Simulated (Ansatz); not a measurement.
C: response to strain

Base system: C in the diamond structure (space group Fd-3m, No. 227; a = 3.532 Å). Axes: x, y, z lie along the cube axes.

Strains are applied to the cell and any free atomic positions relax; under biaxial strain the out-of-plane vector relaxes too.

The values are results of LDA (Ansatz, a first-principles code), scalar-relativistic without spin-orbit coupling, not measurements.

Notes on the quantities. energy relative to the base: free energy F.

```tsv
biaxial strain, plane normal [001], relaxed out of plane (%)	energy relative to the base (meV/atom)
0	0.0
0.5	1.1
1	?
1.5	9.2
2	16.1
2.5	24.9
```

Q: Fit ΔE = Aε² + Bε³ (ε in %) to the rows shown and predict the withheld row.

A: Least squares on the printed values gives A = 4.23 and B = -0.10 meV/atom (largest residual 0.1 meV/atom); this predicts 4.1 meV/atom, and the run gives 4.1 meV/atom, in agreement.

Whether these cells are dynamically stable was not tested.
